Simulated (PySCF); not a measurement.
PySCF 2.14.0, unrestricted TPSSH/def2-tzvp, df: boron oxyfluoride cation (O=BF), charge +1, multiplicity 2, 3 atoms. The geometry is a generated start, not checked to be a minimum at this level.

* **task**: energy
* **method**: tpssh
* **basis**: def2-tzvp
* **two-electron scheme**: density fitting
* **mol.max_memory**: 3000 MB
* **mf.max_cycle**: 100
* **mf.conv_tol**: 1e-09 (default)
* **mf.grids.level**: 3 (default)
* **basis functions**: 93
* **grid points**: 42392

```xyz
3

F     -1.2489     0.0659     0.0191
B      0.0313    -0.0026    -0.0005
O      1.2175    -0.0633    -0.0186
```

Charge 1 and multiplicity 2 are set for this test and not shown to be the ground state.

With the defaults (mf.DIIS = CDIIS, mf.diis = true, mf.diis_space = 8, newton = off, mf.init_guess = minao, mf.damp = 0, mf.diis_start_cycle = 1, mf.diis_damp = 0) it converges in 12 Fock builds. One run each on 2 threads, 1 BLAS thread, with these changes:
- mf.diis_space = 3
- mf.init_guess = huckel
- mf.damp = 0.3, mf.diis_start_cycle = 4
- mf.diis = false
- newton = Hessian by the SCF's own integrals
- mf.diis_damp = 0.3
- mf.diis_space = 5
- mf.diis = false, mf.damp = 0.7, mf.diis_start_cycle = 999
- mf.DIIS = EDIIS

### Question
Which of these changes keep the SCF from converging, or lead it to another solution?

### Answer
No convergence: mf.DIIS = EDIIS; mf.diis = false (the run ends without SCF convergence in 100 cycles). The rest reach the solution of the defaults.

```json
[
 {"setting": "the defaults", "Fock builds": "12", "end": "same solution"},
 {"setting": "mf.diis_space = 5", "Fock builds": "12", "end": "same solution"},
 {"setting": "mf.init_guess = huckel", "Fock builds": "13", "end": "same solution"},
 {"setting": "mf.diis_damp = 0.3", "Fock builds": "13", "end": "same solution"},
 {"setting": "mf.damp = 0.3, mf.diis_start_cycle = 4", "Fock builds": "15", "end": "same solution"},
 {"setting": "mf.diis_space = 3", "Fock builds": "16", "end": "same solution"},
 {"setting": "newton = Hessian by the SCF's own integrals", "Fock builds": "26", "end": "same solution"},
 {"setting": "mf.diis = false, mf.damp = 0.7, mf.diis_start_cycle = 999", "Fock builds": "35", "end": "same solution"},
 {"setting": "mf.DIIS = EDIIS", "Fock builds": "101", "end": "no convergence"},
 {"setting": "mf.diis = false", "Fock builds": "101", "end": "no convergence"}
]
```

Under newton the count holds the products with the orbital Hessian.
